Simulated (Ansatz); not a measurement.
**PbO: biaxial strain +2.12 %, plane normal [001], relaxed out of plane**

Base system: PbO (space group P4/nmm, No. 129; a = 4.034 Å, c = 4.995 Å; layered, stacked along the Cartesian z axis). Axes: x, y, z lie along a, b, c of the conventional cell.

The change: tensile biaxial strain of 2.12 % in the plane normal to [001], as in epitaxy on a mismatched substrate; the out-of-plane cell vector and the atoms relax.

Level of theory: Ansatz (a quantum-chemistry and plane-wave program), PBE-D3(BJ), PAW, cutoff 420 eV, without spin-orbit coupling. k-mesh 8×8×7 (Γ-centred); smearing 0.05 eV (Fermi–Dirac).

* **Volume per atom**: 20.51 Å³ (base 20.32 Å³)
* **Space group**: P4/nmm (No. 129) (base P4/nmm (No. 129))
* **Shortest interatomic distance**: 2.360 Å (base 2.341 Å)
* **Band gap**: 1.39 eV (an upper bound: an edge found on the path is not a true extremum; the base alone) (base 1.27 eV)
* **Out-of-plane strain**: -3.23 %
* **Ratio −ε⊥/ε∥**: 1.52
* **Mean in-plane stress (compression positive)**: -2.0 GPa

Cost of the whole job for the changed cell (relaxation, final SCF and bands): roughly 100 core-seconds.

Spin-orbit coupling, missing from the scalar runs, can matter with Pb. Stability against distortions was not tested. The D3 term's C6 switches between coordination references near this geometry, which can add small steps to energies.
